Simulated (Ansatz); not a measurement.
Consider the energy of one form of Ge over another. The value is E(A) − E(B), in meV per atom.

A: Ge (Fd-3m), 34 atoms in the cell, k-point mesh 4×4×4 on the run's own vectors.
```
CELL_PARAMETERS angstrom
      0.00000     7.73191     7.73191
      7.73191     0.00000     7.73191
      7.73191     7.73191     0.00000
ATOMIC_POSITIONS crystal
  Ge 0.50000 0.50000 0.50000
  Ge 0.75000 0.75000 0.75000
  Ge 0.84186 0.47442 0.84186
  Ge 0.77558 0.40814 0.40814
  Ge 0.84186 0.84186 0.47442
  Ge 0.40814 0.40814 0.40814
  Ge 0.84186 0.84186 0.84186
  Ge 0.40814 0.40814 0.77558
  Ge 0.47442 0.84186 0.84186
  Ge 0.40814 0.77558 0.40814
  Ge 0.99525 0.38965 0.99525
  Ge 0.86035 0.63016 0.25475
  Ge 0.61984 0.99525 0.38965
  Ge 0.25475 0.25475 0.63016
  Ge 0.99525 0.61984 0.99525
  Ge 0.25475 0.25475 0.86035
  Ge 0.38965 0.99525 0.61984
  Ge 0.63016 0.86035 0.25475
  Ge 0.99525 0.99525 0.38965
  Ge 0.25475 0.86035 0.63016
  Ge 0.38965 0.61984 0.99525
  Ge 0.63016 0.25475 0.25475
  Ge 0.99525 0.99525 0.61984
  Ge 0.86035 0.25475 0.25475
  Ge 0.61984 0.38965 0.99525
  Ge 0.25475 0.63016 0.86035
  Ge 0.38965 0.99525 0.99525
  Ge 0.63016 0.25475 0.86035
  Ge 0.99525 0.38965 0.61984
  Ge 0.25475 0.63016 0.25475
  Ge 0.61984 0.99525 0.99525
  Ge 0.25475 0.86035 0.25475
  Ge 0.99525 0.61984 0.38965
  Ge 0.86035 0.25475 0.63016
```

B: Ge (diamond, Fd-3m), 2 atoms in the cell, k-point mesh 10×10×10 on the run's own vectors.
```
CELL_PARAMETERS angstrom
      0.00000     2.87995     2.87995
      2.87995     0.00000     2.87995
      2.87995     2.87995     0.00000
ATOMIC_POSITIONS crystal
  Ge 0.50000 0.50000 0.50000
  Ge 0.75000 0.75000 0.75000
```

All numbers come from Ansatz (a program for electronic structure), plane waves with PAW, its default PAW set, cutoff 420 eV, 500 eV for r2SCAN. The structures are at rest with PBE; other levels are single points on them. HSE06 runs on coarser k-point meshes, mended by the PBE difference between the two meshes. Neutral cells; Fermi-Dirac smearing of at most 0.05 eV in the solids, energies taken to zero width. The lattices are those relaxed with PBE, so at other levels the solids can be strained, which adds to the spread. Larger cells are relaxed from a start prepared with the learned potential CHGNet, on a coarser mesh till forces fall under 0.03 eV/Å, which some starts already meet. A dispersion term (D3(BJ), or D4 for r2SCAN) was computed beside these levels and is taken off wherever the name lacks it. Static lattices, no vibrational contributions. Cells are local rest points, mostly with their start's symmetry.

Question: Give the value at the level r2SCAN.

Answer: 44 meV/atom for A less B, so Ge (diamond, Fd-3m) (B) lies lower.

Question: List the value at the remaining levels and say how far they part.

Answer: 
```
Method  value (meV/atom)  less r2SCAN
------  ----------------  -----------
PBE                   23          -21
HSE06                 31          -13
```

The levels span 21 meV/atom, from PBE (23) to r2SCAN (44).
